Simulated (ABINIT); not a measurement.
ABINIT run on Ir (Fm-3m, 1 atom in the cell): self-consistent single point.

Level of theory: PBE, PAW (JTH v2.0 PBE PAW) (plane waves; ABINIT).

```
CELL_PARAMETERS angstrom
      0.00000     1.91040     1.91040
      1.91040     0.00000     1.91040
      1.91040     1.91040     0.00000
ATOMIC_POSITIONS crystal
  Ir 0.00000 0.00000 0.00000
```

Reference input (self-consistent single point, DFT, PBE, plane waves, PAW (JTH v2.0 PBE PAW)): pseudos = [Ir.GGA_PBE-JTH.xml]; ecut = 544 eV; pawecutdg = 1088 eV; occopt = 7; tsmear = 0.1 eV; ngkpt = 11 11 11; nshiftk = 1; shiftk = 0 0 0; potentials = JTH v2.0 PBE PAW; nband = 13; kptopt = 1; nstep = 80. This run's input differs from it in these lines:

```diff
@@ -19,3 +19,3 @@
 kptopt 1
-ngkpt 11 11 11
+ngkpt 9 9 9
 nshiftk 1
```

Output (repeated stretches shortened):

```
--- !BeginCycle
solver: {iscf: 17, nstep: 80, nline: 4, wfoptalg: 10, }
tolerances: {tolvrs: 1.00E-10, }
...

     iter   Etot(hartree)      deltaE(h)  residm     nres2
 ETOT  1  -75.191512167717    -7.519E+01 3.078E+01 5.274E+00
 ETOT  2  -77.093916483726    -1.902E+00 1.425E-01 1.194E+01
 ETOT  3  -77.059001234147     3.492E-02 2.319E-02 3.525E+00
 ETOT  4  -77.048088681313     1.091E-02 1.470E-02 2.818E-01
 ETOT  5  -77.047764358960     3.243E-04 5.048E-03 3.937E-03
   [... 5 lines left out ...]
 ETOT 11  -77.047809090257    -6.654E-10 5.372E-05 1.524E-08
 ETOT 12  -77.047809090276    -1.860E-11 1.985E-05 1.583E-09
 ETOT 13  -77.047809090275     9.948E-13 1.999E-05 2.764E-10
 ETOT 14  -77.047809090275    -5.826E-13 8.268E-06 1.512E-12
 At SCF step   14       nres2   =  1.51E-12 < tolvrs=  1.00E-10 =>converged.

 Cartesian components of stress tensor (hartree/bohr^3)
  sigma(1 1)= -4.80772833E-04  sigma(3 2)=  0.00000000E+00
  sigma(2 2)= -4.80772833E-04  sigma(3 1)=  0.00000000E+00
  sigma(3 3)= -4.80772833E-04  sigma(2 1)=  0.00000000E+00

 ----iterations are completed or convergence reached----

 reduced coordinates (array xred) for    1 atoms
       0.000000000000      0.000000000000      0.000000000000
 cartesian forces (eV/Angstrom) at end:
    1     -0.00000000000000    -0.00000000000000    -0.00000000000000
 frms,max,avg= 0.0000000E+00 0.0000000E+00   0.000E+00  0.000E+00  0.000E+00 e/A
 length scales=  1.000000000000  1.000000000000  1.000000000000 bohr
              =  0.529177208590  0.529177208590  0.529177208590 angstroms
   [... lines left out ...]
 Fermi (or HOMO) energy (hartree) =   0.56937   Average Vxc (hartree)=  -0.48935
   [... lines left out ...]
'-kT*entropy'       : -8.47533042038071E-05
total_energy        : -7.70478093978442E+01
total_energy_eV     : -2.09657751709685E+03
...

-Cartesian components of stress tensor (GPa)         [Pressure=  1.4145E+01 GPa]
- sigma(1 1)= -1.41448227E+01  sigma(3 2)=  0.00000000E+00
- sigma(2 2)= -1.41448227E+01  sigma(3 1)=  0.00000000E+00
- sigma(3 3)= -1.41448227E+01  sigma(2 1)=  0.00000000E+00

 Calculation completed.
```

The run converged in 14 iterations. 

The starting cell has typed, rounded lattice constants, without a prior relaxation at this level. Its lattice was rescaled by up to half a per cent. Spin polarisation is off. With a pressure of about 14 GPa the cell is away from its equilibrium volume at this level.

These are the values that this program gave, and no reference: the one-centre exchange-correlation terms come from a truncated expansion.
